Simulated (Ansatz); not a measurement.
The starting structures come from a database of crystals and need not be the phases stable at ambient conditions.

The decay constant κ of evanescent states in the gap governs leakage through a thin film.

Here is the system:

```xyz
20
Lattice="5.5274 0.0000 0.0000 0.0000 7.9878 0.0000 0.0000 0.0000 5.6204" Properties=species:S:1:pos:R:3 pbc="T T T"
In     4.1592     0.9164     2.9710
In     1.3682     7.0713     2.6494
In     4.1319     3.0774     0.1608
In     1.3955     4.9103     5.4596
In     4.1319     4.9103     2.6494
In     1.3955     3.0774     2.9710
In     4.1592     7.0713     5.4596
In     1.3682     0.9164     0.1608
O      3.3709     6.7847     3.3976
O      2.1565     1.2030     2.2227
O      4.9203     5.1969     0.5874
O      0.6072     2.7908     5.0329
O      4.9203     2.7908     2.2227
O      0.6072     5.1969     3.3976
O      3.3709     1.2030     5.0329
O      2.1565     6.7847     0.5874
O      0.2356     0.0000     4.2153
O      5.2918     0.0000     1.4051
O      2.5281     3.9939     1.4051
O      2.9994     3.9939     4.2153
```

Space group of this cell: Pbcn. The cell is taken as given; by r2SCAN its mean pressure is -1.0 GPa.

Transport runs along the normal of the first two printed cell vectors.

The gap is the functional's own. No spin-orbit coupling. Mid-gap values are interpolated on the energy grid.

Task: Predict the band gap and the smallest decay constant κ at mid-gap from r2SCAN run with Ansatz (an electronic-structure program).

Result: Gap 1.55 eV on a 6×4×6 mesh; κ = 0.152 1/Å, at the zone centre.
